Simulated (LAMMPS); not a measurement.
Pressure dependence of TiO2 (rutile) at 1260 K, from the crystal.

Computed with classical MD, Buckingham potential of Woodley, Battle, Gale and Catlow, Phys. Chem. Chem. Phys. 1, 2535 (1999), used with rigid ions (no shells), PPPM sums, short-range terms cut at 10 Å, modified for these runs by an r^-4 repulsive force inside the short-range force's maximum, run in LAMMPS.

| P (GPa) | state | volume | coordination number of O by Ti |
|---|---|---|---|
| 0 | crystal; no diffusion seen in 21 ps | 10.320 ± 0.001 Å³/atom | 3.00 (counted to 2.66 Å) |
| 2 | crystal; no diffusion seen in 21 ps | 10.2569 ± 0.0003 Å³/atom | 3.00 (counted to 2.66 Å) |
| 5 | crystal; no diffusion seen in 21 ps | 10.1714 ± 0.0009 Å³/atom | 3.00 (counted to 2.58 Å) |

Caution: the potential ionic pair potential woodley1999 is fitted for structure prediction of static crystals.

Caution: a run this short can hold a crystal over, or a liquid under, the potential's own melting point, which these runs don't give.

Caution (row 2): enthalpy drifts during the constant-pressure average: a transition or slow ageing; fluctuation values are void.

Estimate the isothermal bulk modulus at zero pressure. A parabola P(ln V) through the three points gives −dP/d ln V = 320 GPa at zero pressure.

States go by the mean squared displacement: a species diffuses where it passes 1.5 Å², still rises and gives D over 1e-6 cm²/s; a crystal has left its structure where atoms lie 0.35 Å off their sites on average or a cubic box changes its shape by 3 %, or the axial ratios of another lie 8 % off the starting cell's, which the potential's own relaxation can also do.

The ± values are statistical; the model's systematic error is not in them.
